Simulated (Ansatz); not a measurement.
WC: response to strain

Take WC (space group P-6m2, No. 187; a = 2.8991 Å, c = 2.8268 Å; relaxed with 0.1 eV smearing) as the base. Axes: x lies along a and z along c of the hexagonal cell.

Strains are applied to the cell and any free atomic positions relax; under biaxial strain the out-of-plane vector relaxes too.

The values are results of Kohn–Sham DFT with the PBEsol functional, run in Ansatz (a quantum-chemistry and plane-wave program) with PAW and 420 eV plane waves, no SOC, not measurements.

| biaxial strain, plane normal [001], relaxed out of plane (%) | out-of-plane strain (%) |
|---|---|
| 0 | 0.00 |
| 0.5 | -0.19 |
| 1 | -0.37 |
| 1.5 | ? |
| 2 | -0.72 |
| 2.5 | -0.89 |
| 3 | -1.05 |

Question: Fit ε⊥ = −νε + γε² (strains in %) to the rows shown and predict the withheld row.

Answer: Least squares on the printed values gives ν = 0.38 (the biaxial Poisson response) and γ = 0.010 (largest residual 0.00 %); this predicts -0.55 %, and the run gives -0.55 %, in agreement.

Whether these cells are dynamically stable was not tested. All final runs are without spin polarisation.
